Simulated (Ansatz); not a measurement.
Worked calculations on one periodic cell of amorphous Si$_{20}$Zr$_{4}$O$_{48}$: Si20Zr4O48, 72 atoms, volume 1006.4 Å³, made by a melt-quench on the CHGNet potential and relaxed with DFT. O atoms were pushed apart under 1.9 Å during the dynamics, to hinder bonds among them. It is a model cell: composition and starting density were chosen by hand, and all elements were melted together. Cycles of charging were run to anneal it. Method: PBE, scalar-relativistic without spin-orbit coupling (plane waves to 420 eV, PAW; Ansatz, a program for electronic structure). Sampling: a 2×2×2 Γ-centred mesh; Fermi-Dirac width 0.02 eV; no spin polarisation. Its volume was relaxed, its shape was free, and it stands at a mean pressure of 0.0 GPa with stress components up to 0.0 GPa; the relaxation ran on the zone centre alone. Its density went from a set 2.75 to 2.80 g/cm³. The cell is small and was quenched far faster than a real film, so it is one sample of the glass.

Count formal charges (Si +4, Zr +4, O -2). What does the count lead one to expect at the Fermi level, and what does the calculation give?

20 × (+4) + 4 × (+4) + 48 × (-2) = 0. The charges balance, so the anion-derived valence states can be full and a gap can open. On this mesh the highest filled and lowest empty level lie 4.44 eV apart, the PBE gap of this cell, with a localised state at one edge or both.

Four energies for an added electron at PBE on the zone centre alone (charged cells in a uniform background, spin-polarised): neutral at the neutral geometry -56768.324 eV; charged at the neutral geometry -56760.810 eV; charged and relaxed -56761.101 eV; neutral at the charged geometry -56767.565 eV.

Find the two relaxation energies and their sum, the reorganisation energy.

On charging: -56760.810 − (-56761.101) = 0.291 eV. On discharging: -56767.565 − (-56768.324) = 0.759 eV. The sum is 1.050 eV. The carrier's level spreads over 5 of the 72 atoms' worth, so it counts as localised, most on one Zr atom with neighbours O 1.91 Å, O 1.99 Å, O 2.01 Å, O 2.13 Å, O 2.39 Å (neutral geometry). The values are uncorrected: the image energy of a point charge in this cell, 2.84 × 14.40 / (2 × 10.0) = 2.0 eV before screening, is screened by electrons alone at the fixed geometry and by ions too after relaxing, and the carrier can be spread before it relaxes, so each term can be off by up to that value times 1/ε∞, some tenths of an eV. PBE's self-interaction favours spread-out carriers, so a hybrid can localise more.

Four energies for a hole at PBE on the zone centre alone (charged cells in a uniform background, spin-polarised): neutral at the neutral geometry -56768.324 eV; charged at the neutral geometry -56771.077 eV; charged and relaxed -56771.313 eV; neutral at the charged geometry -56766.512 eV.

Find the two relaxation energies and their sum, the reorganisation energy.

On charging: -56771.077 − (-56771.313) = 0.236 eV. On discharging: -56766.512 − (-56768.324) = 1.812 eV. The sum is 2.048 eV. The carrier's level spreads over 3 of the 72 atoms' worth, so it counts as localised, most on one O atom with neighbours Si 1.68 Å, Zr 2.15 Å, Zr 2.28 Å (neutral geometry). The values are uncorrected: the image energy of a point charge in this cell, 2.84 × 14.40 / (2 × 10.0) = 2.0 eV before screening, is screened by electrons alone at the fixed geometry and by ions too after relaxing, and the carrier can be spread before it relaxes, so each term can be off by up to that value times 1/ε∞, some tenths of an eV. PBE's self-interaction favours spread-out carriers, so a hybrid can localise more.
